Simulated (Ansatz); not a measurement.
Li under a change: Na on a Li site

Consider a 12-atom supercell of Li in the bcc (W type) structure (space group Im-3m, No. 229; a = 3.477 Å) at its relaxed geometry.

It is then changed as follows: a neutral Na on a Li site, atoms relaxed at fixed cell, starting from a slightly rattled geometry.

Computed with Ansatz (a quantum-chemistry and plane-wave program) r2SCAN, spin-orbit coupling left out. Γ-centred 6×6×5 mesh, Fermi–Dirac width 0.05 eV.

The mean distance from the defect site to its nearest host atoms increases by 0.05 Å to 3.06 Å.

Final structure:

```
CELL_PARAMETERS angstrom
     -3.47745     3.47745     3.47745
      3.47745    -3.47745     3.47745
      5.21618     5.21618    -1.73873
ATOMIC_POSITIONS crystal
  Na 0.00066 0.00064 0.00184
  Li 0.00076 0.50022 0.00017
  Li 0.49985 0.99898 0.99974
  Li 0.50079 0.49963 0.00140
  Li 0.34503 0.34546 0.33816
  Li 0.17280 0.17479 0.65794
  Li 0.33404 0.83531 0.33728
  Li 0.16345 0.66682 0.66305
  Li 0.83438 0.33411 0.33687
  Li 0.66520 0.16719 0.66351
  Li 0.82632 0.82677 0.34494
  Li 0.65418 0.65761 0.66523
```

The cell is small, so the values are those of an ordered compound at a high defect concentration; dilute-limit values will differ. The defect cell is not spin-polarised.
